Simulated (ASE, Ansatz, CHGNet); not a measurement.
# Ladder of methods for the volume per atom of Al2Cu (I4/mcm, No. 140)

Reference value: 14.78 Å³/atom (measured, temperature not stated, not corrected to a static lattice, from a published cell, pressure not stated; as tabulated in James B. Friauf, Journal of the American Chemical Society 49, 3107 (1927)).

```tsv
level (code)	value (Å³/atom)
EMT (ASE)	15.94
CHGNet 0.3.0	14.88
LDA (Ansatz)	14.04
BLYP (Ansatz)	15.62
PBE (Ansatz)	?
revPBE (Ansatz)	?
PBE-D3(BJ) (Ansatz)	14.26
PBE-D4 (Ansatz)	14.32
rVV10 (Ansatz)	?
r²SCAN (Ansatz)	?
r²SCAN+rVV10 (Ansatz)	14.31
HSE06 (Ansatz)	14.77
```

### Question
Some entries are withheld; supply them.

### Answer

- PBE (Ansatz, an electronic-structure program), value (Å³/atom): 14.91
- revPBE (Ansatz), value (Å³/atom): 15.18
- rVV10 (Ansatz), value (Å³/atom): 14.97
- r²SCAN (Ansatz), value (Å³/atom): 14.40

Differences against the reference: EMT +7.8 %, CHGNet 0.3.0 +0.7 %, LDA -5.0 %, BLYP +5.7 %, PBE +0.9 %, revPBE +2.7 %, PBE-D3(BJ) -3.5 %, PBE-D4 -3.1 %, rVV10 +1.3 %, r²SCAN -2.6 %, r²SCAN+rVV10 -3.2 %, HSE06 -0.1 %.

The levels aren't ranked against this reference (sources at odds).

The measured value isn't corrected to a static lattice, so vibrations enter the comparison. A static lattice is as a rule a little smaller than the measured one.  HSE06: exact exchange on metals is sensitive to the k mesh and can open a false gap. Cutoffs and k meshes differ between the levels. Ansatz's density-functional and Hartree–Fock values are scalar-relativistic unless marked +SOC, with PAW data made under PBE.

Empirical potentials (EMT) are fitted to chosen data: where that held the value shown, agreement is built in, and what lay outside the fit can be far off. Machine-learned potentials (CHGNet 0.3.0) are trained on DFT data: a solid inside that data is no test of them.

Differences are worked out from the printed values.
